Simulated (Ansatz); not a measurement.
The reference is W in the bcc (W type) structure (space group Im-3m, No. 229; a = 3.1837 Å).

One thing is altered: a hydrostatic pressure of 0.9 GPa.

Levels (all Ansatz, a program for electronic structure, PAW, earlier PAW set): PBE (420 eV, without spin-orbit coupling); r2SCAN (500 eV, no spin-orbit coupling).

The geometry is relaxed with PBE.

| Quantity | Result |
|---|---|
| PBE pressure | 0.9 GPa |

Question: How does going to r2SCAN change the pressure?

Answer: The pressure drops by 4.3 GPa to -3.4 GPa.

Single points use the geometry relaxed with PBE. Their cutoffs differ, which shifts pressures a little. Load acts through the strain it causes; cell and atoms are relaxed under it. Whether these cells are dynamically stable was not tested. The final runs are not spin-polarised.
